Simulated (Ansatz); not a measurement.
The reference is AlBiO$_{3}$ in the cubic perovskite structure (space group Pm-3m, No. 221; a = 3.753 Å; a cell from a computed database, its experimental status unchecked). Axes: x, y, z lie along the cube axes.

One thing is altered: uniaxial strain ε_zz = +4.00 %, all other strain components held at zero; the atoms relax in the strained cell.

Levels (all Ansatz, a program for electronic structure, PAW): PBEsol (420 eV, spin-orbit coupling left out); PBEsol+SOC (420 eV, noncollinear with spin-orbit coupling).

The geometry is relaxed with PBEsol.

| Quantity | Result |
|---|---|
| PBEsol lowest conduction level above the VBM at special points | X 1.06 eV; Z 1.44 eV; M 2.65 eV; R 3.00 eV |
| PBEsol electron mass | 0.13 mₑ along k, 0.22 mₑ across (at X) |
| PBEsol smallest direct gap | 1.68 eV |

Problem. What does PBEsol+SOC give at this geometry for the lowest conduction level above the VBM at special points, electron mass and smallest direct gap?

Solution. The lowest conduction level above the VBM at special points becomes X 0.68 eV; Z 1.03 eV; M 1.95 eV; R 2.05 eV (PBEsol: X 1.06 eV; Z 1.44 eV; M 2.65 eV; R 3.00 eV); the electron mass changes from 0.13 mₑ along k, 0.22 mₑ across (at X) to 0.22 mₑ along x, 0.12 mₑ along y, 0.23 mₑ along z (at X); the smallest direct gap shrinks by 0.43 eV (1.68 eV → 1.25 eV).

Single points use the geometry relaxed with PBEsol. Differences between runs with and without spin-orbit coupling are approximate. Spin-orbit coupling, missing from the scalar runs, can matter with Bi. Effective masses come from finite differences of ±0.01 Å⁻¹. Along k means along the line from Γ to the band edge. Whether these cells are dynamically stable was not tested. Many cubic perovskites are stable only at high temperature; tilts and polar distortions were not tested. Labels are those of the standard path for the cell's own space group.
